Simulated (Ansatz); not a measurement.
Defect: W-vacancy pair (W on one host Mo site, one Mo site vacant) in bcc Mo, neutral cell. The step: a nearby Mo atom hops onto the vacant site (W-vacancy distance between ideal sites 2.74 → 3.16 Å); the atom moves 2.70 Å along (0.49, -0.49, 0.49) of the unit cell; the moving atom starts with neighbours 2 Mo at 2.71, 3 Mo at 2.74, 2 Mo at 2.75, 2 Mo at 3.14, 2 Mo at 3.17, Mo at 3.19; W at 3.14 Å and ends with Mo at 2.71, 3 Mo at 2.74, 2 Mo at 2.74, 3 Mo at 3.14, 2 Mo at 3.17, Mo at 3.18; W at 2.72 Å. DFT values are from Ansatz (plane-wave PAW, 420 eV unless said) in a cell of 36 host sites, spin-restricted, static, with no finite-size correction. Forms of the defect that were not tried may lie lower. The start lies 0.044 eV above the lowest site run (PBE). For the PBE band: the saddle point's order was not checked.

| Level | Forward barrier (eV) | Cost of the band or of the saddle's single point |
|---|---|---|
| CHGNet universal potential (has no charge state), its own band | 0.59 | - |
| PBE, a 2×2×3 k-point mesh shifted by half a step, band relaxed | 1.17 | about 100 core-minutes (a rough figure) |
| PBE, a 3×3×5 k-point mesh shifted by half a step, same geometries | 1.13 | about 9 core-minutes (a rough figure) |
| r2SCAN at 500 eV, a 2×2×3 k-point mesh shifted by half a step, same geometries | 1.24 | roughly 7 core-minutes |

Ansatz is a first-principles code.
